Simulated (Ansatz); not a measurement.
Functionals compared on the (000-1) surface of wurtzite ZnO, O-terminated, 2x2 with 2 F on 4 top atoms (bottom of the slab: 2 H on 4 bottom sites), in Ansatz (plane waves, PAW). The structure was relaxed with PBE; the other rows are single points on it. Cutoff 420 eV (500 eV for r2SCAN).

Model: 44-atom slab, 14.0 Å thick at the start with caps and adatoms, 4x4x1 mesh, Fermi-Dirac 0.025 eV, dipole correction, 8 atoms held, the rest relaxed; no symmetry held; no spin, no spin-orbit, no U. It is one candidate, not shown to be the stable structure of the face. These notes are the PBE run's.

```json
[
 {"functional": "PBE", "gap of the slab on its k-mesh (eV)": "0.46", "highest filled level below the top vacuum level (eV)": "6.27", "rough cost of the single point": "–"},
 {"functional": "r2SCAN", "gap of the slab on its k-mesh (eV)": "0.69", "highest filled level below the top vacuum level (eV)": "6.44", "rough cost of the single point": "around 15 core-minutes (rough)"}
]
```

Ansatz is a quantum-chemistry and plane-wave program.
